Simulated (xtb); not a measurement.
xtb 6.7.1, GFN2-xTB: K(OtBu) triplet (CC(C)(C)[O][K]), charge 0, multiplicity 3, 15 atoms. The geometry is a generated start, not checked to be a minimum at this level.

```yaml
method: GFN2-xTB
"--acc": 1 (default)
"--etemp (K)": 300 (default)
detailed input (--input): "none: ANC optimiser, Lindh (1995) Hessian, microcycle=20, maxdispl=1.0, hlow=0.01 (default)"
basis_functions: 33
valence_electrons: 32
```

```xyz
15

K      2.0213     2.2042     1.3377
O      0.2813     0.9699     1.2651
C     -0.0228     0.1364     0.2444
C      1.0830    -0.9170    -0.0064
C     -1.3275    -0.6327     0.5862
C     -0.2587     0.8949    -1.0843
H      0.7862    -1.6209    -0.7799
H      1.2745    -1.4627     0.9146
H      2.0060    -0.4175    -0.3201
H     -1.1769    -1.1860     1.5063
H     -1.6072    -1.3158    -0.2104
H     -2.1236     0.0872     0.7496
H      0.6657     1.3957    -1.3929
H     -1.0292     1.6467    -0.9354
H     -0.5722     0.2177    -1.8745
```

Charge 0 and multiplicity 3 are set for this test and not shown to be the ground state. GFN-xTB has no spin term: --uhf 2 sets the occupations alone.

The structure is relaxed from this start with --opt LEVEL for the levels crude, sloppy, loose, lax, normal, tight, vtight, extreme, once each. Up to the end of the extreme run atoms move by at most 0.96 Å along an axis.

Problem. Choose the cheapest level whose final energy lies within 1 meV of that of extreme.

Solution. vtight: 182 cycles against 198, ending 0.038 meV above.

```json
[
 {"level": "crude", "cycles": "10", "energy above the extreme run (meV)": "10", "gradient norm (eV/Å)": "0.11"},
 {"level": "sloppy", "cycles": "11", "energy above the extreme run (meV)": "10", "gradient norm (eV/Å)": "0.059"},
 {"level": "loose", "cycles": "11", "energy above the extreme run (meV)": "10", "gradient norm (eV/Å)": "0.059"},
 {"level": "lax", "cycles": "11", "energy above the extreme run (meV)": "10", "gradient norm (eV/Å)": "0.059"},
 {"level": "normal", "cycles": "13", "energy above the extreme run (meV)": "9.8", "gradient norm (eV/Å)": "0.018"},
 {"level": "tight", "cycles": "14", "energy above the extreme run (meV)": "9.8", "gradient norm (eV/Å)": "0.0071"},
 {"level": "vtight", "cycles": "182", "energy above the extreme run (meV)": "0.038", "gradient norm (eV/Å)": "0.0020"},
 {"level": "extreme", "cycles": "198", "energy above the extreme run (meV)": "—", "gradient norm (eV/Å)": "0.0015"}
]
```
